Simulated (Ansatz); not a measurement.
## TlBr (model structure, within 0.1 Å of P6₃/mmc, No. 194, 4 atoms in the cell)

These are PBEsol in Ansatz (PAW) values and carry that method's errors.

Run with plane-wave cutoff 500 eV, 12×12×6 k mesh (along the axes of the cell as run), Fermi–Dirac smearing 0.05 eV, scalar-relativistic PAW data made under PBE.

Cell (relaxed at this level):

```
TlBr
1.0
    5.55226     0.00000     0.00000
   -2.77613     4.80840     0.00000
    0.00000     0.00000     6.53244
Tl Br
2 2
Direct
  0.66667   0.33333   0.06264
  0.33333   0.66667   0.56264
  0.66667   0.33333   0.56256
  0.33333   0.66667   0.06256
```

```json
{
  "band_gap": "2.84 eV (on the SCF k mesh)"
}
```

Spin–orbit coupling is not included; with these elements it can move the gap by several tenths of an eV or more.

The computed numbers hold no vibrational or temperature effects.

A model structure was made by putting elements into a prototype or built by hand; it is no filed structure, need not be a known phase, and can be a saddle point held by its symmetry.

Ansatz is a quantum-chemistry and plane-wave program.
